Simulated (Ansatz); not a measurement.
Given:

```
BaTiF3
1.0
    4.26768     0.00000     0.00000
    0.00000     4.26768     0.00000
    0.00000     0.00000     4.26768
Ba Ti F
1 1 3
Direct
  0.00000   0.00000   0.00000
  0.50000   0.50000   0.50000
  0.00000   0.50000   0.50000
  0.50000   0.50000   0.00000
  0.50000   0.00000   0.50000
```

Spin-polarised, with starting moments of sign Ba0 Ti+ F0 F0 F0.

Calculations: PBEsol/PAW in Ansatz (a first-principles code), no spin-orbit coupling. Γ-centred 11×11×11 mesh, Fermi–Dirac width 0.05 eV.

### Question
Predict the band gap and largest site moment.

### Answer
* **Band gap**: zero
* **Largest site moment**: 1.48 μB

Other magnetic orders, which the real material may have, were not ruled out. No phonon test of stability was made. No Hubbard U is applied, and correlation can decide whether such a compound is a metal. The cell was made from BaTiO3 by this change: O → F; the result is a hypothetical phase, not in the database extracts checked. Many cubic perovskites are stable only at high temperature; tilts and polar distortions were not tested.
